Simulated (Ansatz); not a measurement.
## What pressure 2.1 GPa does to TiO2

The reference is TiO2 in the rutile structure (space group P4_2/mnm, No. 136; a = 4.643 Å, c = 2.964 Å).

One thing is altered: cell and atoms relaxed at a pressure of 2.1 GPa.

The values are results of Ansatz (a first-principles code), PBE, PAW, cutoff 420 eV, no spin-orbit coupling, not measurements. Γ-centred 7×7×11 mesh, Fermi–Dirac width 0.05 eV.

| quantity | base | changed | shift |
|---|---|---|---|
| volume per atom | 10.65 Å³ | 10.54 Å³ | -0.11 Å³ |
| lattice parameter a | 4.643 Å | 4.624 Å | -0.019 Å |
| c/a ratio | 0.638 | 0.640 | +0.002 |
| shortest interatomic distance | 1.958 Å | 1.954 Å | -0.004 Å |
| band gap | 1.86 eV | 1.86 eV | 0.00 eV |
| gap character | direct at Γ | direct at Γ | – |
| electron mass | 0.58 mₑ along c, 1.2 mₑ across (at Γ) | 0.57 mₑ along c, 1.2 mₑ across (at Γ) | – |
| valence-band top at Γ (three highest levels, from the VBM) | 0.00, -0.43, -0.43 eV | 0.00, -0.44, -0.44 eV | – |

Final structure:

```
TiO2
1.0
    4.62415     0.00000     0.00000
    0.00000     4.62415     0.00000
    0.00000     0.00000     2.95868
Ti O
2 4
Cartesian
  0.00000   0.00000   0.00000
  2.31208   2.31208   1.47934
  1.40909   1.40909   0.00000
  3.72116   0.90299   1.47934
  0.90299   3.72116   1.47934
  3.21507   3.21507   0.00000
```

Load acts through the strain it causes; cell and atoms are relaxed under it. Effective masses come from finite differences of ±0.01 Å⁻¹. Whether these cells are dynamically stable was not tested. The final runs are not spin-polarised.
